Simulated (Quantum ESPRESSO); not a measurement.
## Quick settings and what they miss: Sn2Pd2Au (P3m1, 5 atoms in the cell)

Self-consistent single point.

```yaml
crystal:
  lattice:
    - [4.49410, 0.00000, 0.00000]
    - [-2.24705, 3.89201, 0.00000]
    - [0.00000, 0.00000, 5.64444]
  atoms:
    - { symbol: Sn, position: [0.66667, 0.33333, 0.26384] }
    - { symbol: Sn, position: [0.00000, 0.00000, 0.68746] }
    - { symbol: Pd, position: [0.66667, 0.33333, 0.77232] }
    - { symbol: Pd, position: [0.33333, 0.66667, 0.50779] }
    - { symbol: Au, position: [0.33333, 0.66667, 0.01859] }
```

Level of theory: LDA (PZ), GBRV 1.5 ultrasoft (LDA) pseudopotentials (plane waves; Quantum ESPRESSO 7.5).

Base settings: ecutwfc = 40 Ry; ecutrho = 320 Ry; occupations = smearing; smearing = fd; degauss = 0.0099958 Ry; potentials = {Sn: sn_lda_v1.4.uspp.F.UPF, Pd: pd_lda_v1.4.uspp.F.UPF, Au: au_lda_v1.uspp.F.UPF}; K_POINTS = automatic 9 9 6 0 0 0; conv_thr = 1e-10 Ry.

Tight run (finer mesh or higher cutoff; not a proven limit): ecutwfc: 40 Ry → 56 Ry; ecutrho: 320 Ry → 448 Ry; conv_thr: 1e-10 Ry → 7.3e-11 Ry; K_POINTS: automatic 9 9 6 0 0 0 → automatic 13 13 9 0 0 0. It gave Fermi level (on the code's own zero) 14.08 eV; pressure -7.15 GPa; largest force (vector length) 0.111 eV/Å.

Quick runs, as changes from the base:
- A: ecutwfc: 40 Ry → 24 Ry; ecutrho: 320 Ry → 192 Ry; conv_thr: 1e-10 Ry → 7.3e-05 Ry; K_POINTS: automatic 9 9 6 0 0 0 → automatic 6 6 6 0 0 0
- B: ecutwfc: 40 Ry → 20 Ry; ecutrho: 320 Ry → 160 Ry; conv_thr: 1e-10 Ry → 7.3e-05 Ry; K_POINTS: automatic 9 9 6 0 0 0 → automatic 8 8 8 1 1 1
- C: ecutwfc: 40 Ry → 24 Ry; ecutrho: 320 Ry → 192 Ry; conv_thr: 1e-10 Ry → 7.3e-05 Ry; K_POINTS: automatic 9 9 6 0 0 0 → automatic 3 3 3 0 0 0
- D: ecutwfc: 40 Ry → 32 Ry; ecutrho: 320 Ry → 256 Ry; conv_thr: 1e-10 Ry → 7.3e-05 Ry; K_POINTS: automatic 9 9 6 0 0 0 → automatic 6 6 6 1 1 1
- E: ecutwfc: 40 Ry → 20 Ry; ecutrho: 320 Ry → 160 Ry; K_POINTS: automatic 9 9 6 0 0 0 → automatic 2 2 2 0 0 0

Energies are extrapolated to zero smearing width, which holds to low order in the width alone (under cold and Methfessel-Paxton smearing the free energy itself is taken).

Dashes: time of C, E, under 30 s.

The count of work is k-points × plane waves × bands × iterations; it is no time. Core times come from one kind of shared machine and are given to one figure; runs under 30 s give none.

The starting cell comes from a database of computed structures (which also holds hypothetical and non-ambient phases and stackings), without a prior relaxation at this level. Its lattice was rescaled by a random factor within 2.5 % of one. Spin polarisation is off. In the base run, with a pressure of about -7 GPa the cell is away from its equilibrium volume at this level.

```
run  energy less tight (meV/atom)  largest miss in a force vector (eV/Å)  count of work / tight  core time / tight (rough)
---  ----------------------------  -------------------------------------  ---------------------  -------------------------
A                          2335.1                                  0.110                  0.034                       0.05
B                          7293.8                                  0.353                   0.11                       0.08
C                          2355.6                                  0.261                 0.0069                          –
D                           168.4                                  0.045                  0.095                       0.09
E                          7189.1                                  0.317                 0.0046                          –
```

Among the runs at the tight run's level, the energy misses run from 168.4 to 7293.8 meV/atom.
